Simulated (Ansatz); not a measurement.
A periodic model of amorphous silicon oxynitride (Si30N38O3):

```
N38O3Si30
1.0
    9.30772     0.00000     0.00000
    0.00000     9.30772     0.00000
    0.00000     0.00000     9.30772
Si N O
30 38 3
Direct
  0.45317   0.38254   0.38563
  0.28143   0.25512   0.03150
  0.67767   0.55458   0.17789
  0.54514   0.05902   0.52722
  0.23395   0.76799   0.34019
  0.35658   0.95675   0.20187
  0.93692   0.60703   0.34897
  0.20626   0.51098   0.18778
  0.59128   0.72647   0.84673
  0.01804   0.19900   0.85210
  0.57213   0.45358   0.96976
  0.08706   0.90434   0.84290
  0.02352   0.10733   0.60903
  0.96002   0.01217   0.12462
  0.20172   0.76102   0.02511
  0.06938   0.27173   0.32171
  0.77819   0.52097   0.72607
  0.84853   0.81664   0.61151
  0.28794   0.09242   0.47746
  0.35096   0.59388   0.61446
  0.03118   0.63506   0.67335
  0.67848   0.85594   0.28563
  0.76764   0.37714   0.39685
  0.39133   0.86900   0.75182
  0.52899   0.01128   0.01712
  0.12358   0.48245   0.86102
  0.77120   0.23694   0.04022
  0.55720   0.25032   0.82427
  0.75691   0.25110   0.61765
  0.85357   0.04892   0.37522
  0.61425   0.43883   0.31426
  0.45506   0.69361   0.72326
  0.73523   0.40587   0.07765
  0.92915   0.66840   0.52018
  0.19298   0.55389   0.69950
  0.54128   0.93246   0.18471
  0.25178   0.83246   0.86338
  0.65739   0.91615   0.46238
  0.93607   0.41695   0.32964
  0.15463   0.30750   0.90091
  0.95003   0.51306   0.79618
  0.92363   0.15072   0.00207
  0.92549   0.97275   0.52883
  0.65038   0.41151   0.81192
  0.81025   0.95968   0.21714
  0.10703   0.63861   0.29044
  0.30915   0.77979   0.16887
  0.99934   0.11466   0.27328
  0.18424   0.32413   0.18490
  0.10971   0.06441   0.76680
  0.75155   0.42874   0.57044
  0.42837   0.34058   0.94385
  0.91044   0.22116   0.70553
  0.05253   0.88658   0.02908
  0.77517   0.68060   0.26635
  0.35148   0.08317   0.06308
  0.25206   0.95667   0.35334
  0.53443   0.90010   0.87253
  0.73479   0.70385   0.73342
  0.99199   0.80225   0.73443
  0.60504   0.16181   0.67230
  0.58480   0.62751   0.02026
  0.76142   0.19677   0.43663
  0.38191   0.99657   0.61349
  0.17891   0.57569   0.01396
  0.63521   0.14941   0.96539
  0.13886   0.20544   0.49598
  0.43879   0.18757   0.41423
  0.41823   0.44637   0.54698
  0.30790   0.70718   0.48519
  0.36200   0.49437   0.27445
```

Methods: PBE, scalar-relativistic without spin-orbit coupling (Ansatz, a quantum-chemistry and plane-wave program); r2SCAN, scalar-relativistic without spin-orbit coupling (Ansatz); HSE06, scalar-relativistic without spin-orbit coupling (Ansatz). Neutral PBE cell, which sets geometry, pressure and energy: sampling: a 2×2×2 Γ-centred mesh; Fermi-Dirac width 0.02 eV; no spin polarisation. Exact exchange is cut at the faces of this 9 Å cell, which leaves hybrid gaps a finite-size error.

It comes from a melt-quench run on a machine-learned potential (CHGNet), relaxed afterwards by DFT. O and N atoms were pushed apart under 1.9 Å during the dynamics, to hinder bonds among them. The hot cell started wider than the set density and was brought back towards it in steps. It is the lowest in DFT energy of 2 quenches. It is a model cell: composition and starting density were chosen by hand, and all elements were melted together. No dispersion term was used. Its density started from a set value of 2.93 and ended at 2.93 g/cm³. The simulated quench (nominally 380 K/ps over its main leg) is rapid and tends to freeze in more defects than a deposited or slowly cooled glass has. A cell of this size samples the disorder only roughly. The volume was held where the preparation left it. Cycles of charging lowered its energy after that relaxation.

**Question.** Give the pressure and the spacing of the highest filled and lowest empty levels.

**Answer.** 
```json
{
 "Pressure on a 2×2×2 Γ-centred mesh": "6.28 GPa",
 "Largest force and stress component on that mesh (the relaxation ran on the zone centre alone)": "0.09 eV/Å and 9.8 GPa",
 "Gap between localised states on a 2×2×2 Γ-centred mesh (PBE)": "1.74 eV",
 "Gap between localised states at the zone centre (PBE)": "1.82 eV",
 "Gap between localised states at the zone centre (r2SCAN)": "2.19 eV",
 "Gap between localised states at the zone centre (HSE06)": "3.14 eV",
 "Distance between the nearest levels spread over more than a fifth of the atoms or a third of the atoms of their main element (six at least) (PBE, zone centre)": "3.05 eV"
}
```

**Question.** At PBE and the zone centre, how localised are the states just below and above the Fermi level (participation number: the atoms over which a state spreads)?

**Answer.** The highest filled state is spread over 5.2 atoms' worth, largest on N59, with weights by element (charge in smoothed Voronoi cells) N 0.90, Si 0.10, O 0.01. The lowest empty state is spread over 7.8 atoms' worth, largest on Si27, with weights by element (charge in smoothed Voronoi cells) Si 0.55, N 0.44, O 0.01.

At PBE the levels at both edges of the gap are localised (band-tail or defect states), and the nearest spread-out levels lie 3.0 eV apart at the zone centre.

Cut-offs for bonds: Si-Si 2.60 Å, Si-N 2.06 Å, Si-O 2.12 Å, N-N 1.70 Å, N-O 1.64 Å, O-O 1.58 Å. Two cations that share two anions don't count as bonded, nor two that share one unless they lie closer than Si-Si 2.38 Å.

Added carriers, by PBE, scalar-relativistic without spin-orbit coupling run with Ansatz on the zone centre alone. Charged cells keep the cell fixed and stand in a uniform background, with no image correction, at a width of 0.01 eV; where the count is odd the moment is locked at 1 μB, unless the neutral cell bore moments. Each starts from the undistorted neutral geometry alone. PBE's self-interaction favours spread-out carriers, so it can miss traps that a hybrid finds.

**Question.** What happens at PBE when the cell takes an extra electron and the atoms relax?

**Answer.** Relaxation lowers the charged cell by 0.91 eV. The largest moves are Si27 0.36 Å, N33 0.17 Å, N45 0.14 Å, N44 0.11 Å. The level that holds the added charge spreads over 5.1 atoms' worth, most on Si27 (weight 0.41): a localised (trapped) carrier, which neighbours of that atom can share. No bond crosses its cut-off with a change of over 0.15 Å. Made neutral again at that geometry, the cell lies +0.71 eV from the neutral start (a closed shell was imposed there, with levels 0.19 eV apart, so this is an upper bound).

**Question.** What happens at PBE when the cell takes a hole and the atoms relax?

**Answer.** Relaxation lowers the charged cell by 0.49 eV. The largest moves are N60 0.29 Å, Si18 0.26 Å, N38 0.19 Å, Si9 0.16 Å. The level that was emptied spreads over 4.0 atoms' worth, most on N59 (weight 0.43): a localised (trapped) carrier, which neighbours of that atom can share. Bonds broken: Si18-N59. Bonds formed: Si18-N38. Made neutral again at that geometry, the cell lies +0.63 eV from the neutral start (a closed shell was imposed there, with levels 0.45 eV apart, so this is an upper bound).
